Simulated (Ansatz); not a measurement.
Response to strain in MgO

Start from MgO in the rock salt structure (space group Fm-3m, No. 225).

```
CELL_PARAMETERS angstrom
      0.00000     2.10705     2.10705
      2.10705     0.00000     2.10705
      2.10705     2.10705     0.00000
ATOMIC_POSITIONS crystal
  Mg 0.00000 0.00000 0.00000
  O  0.50000 0.50000 0.50000
```

Cartesian axes are those of the cell as printed.

Strains are applied to the cell and any free atomic positions relax.

Calculations: plane-wave PAW DFT at the PBEsol level (Ansatz, a first-principles code, 420 eV), no spin-orbit coupling.

Notes on the quantities. pressure: mean of the normal stresses, compression positive.

| case | band gap | pressure | electron mass |
|---|---|---|---|
| base | 4.62 eV | 0.1 kbar | 0.34 mₑ (at Γ) |
| uniaxial strain ε_zz = −3.00 % | … | 54.5 kbar | 0.37 mₑ along z, 0.34 mₑ across (at Γ) |
| uniaxial strain ε_zz = −2.00 % | 4.80 eV | 34.6 kbar | – |
| uniaxial strain ε_zz = −1.50 % | 4.75 eV | 25.4 kbar | … |
| uniaxial strain ε_zz = −1.00 % | 4.71 eV | 16.6 kbar | 0.34 mₑ (at Γ) |
| uniaxial strain ε_zz = −0.50 % | … | 8.1 kbar | 0.34 mₑ (at Γ) |
| uniaxial strain ε_zz = +0.50 % | 4.56 eV | … | 0.34 mₑ (at Γ) |
| uniaxial strain ε_zz = +1.00 % | 4.51 eV | -15.0 kbar | 0.34 mₑ (at Γ) |
| uniaxial strain ε_zz = +2.00 % | 4.40 eV | -28.7 kbar | – |
| uniaxial strain ε_zz = +2.50 % | 4.35 eV | -35.1 kbar | 0.32 mₑ along z, 0.34 mₑ across (at Γ) |

### Question
Fill in the withheld entries from the trend.

### Answer

- uniaxial strain ε_zz = −3.00 %, band gap: 4.89 eV
- uniaxial strain ε_zz = −1.50 %, electron mass: 0.35 mₑ (at Γ)
- uniaxial strain ε_zz = −0.50 %, band gap: 4.66 eV
- uniaxial strain ε_zz = +0.50 %, pressure: -7.6 kbar

Masses are band curvatures over ±0.01 Å⁻¹ around the edge. Stability against distortions was not tested.
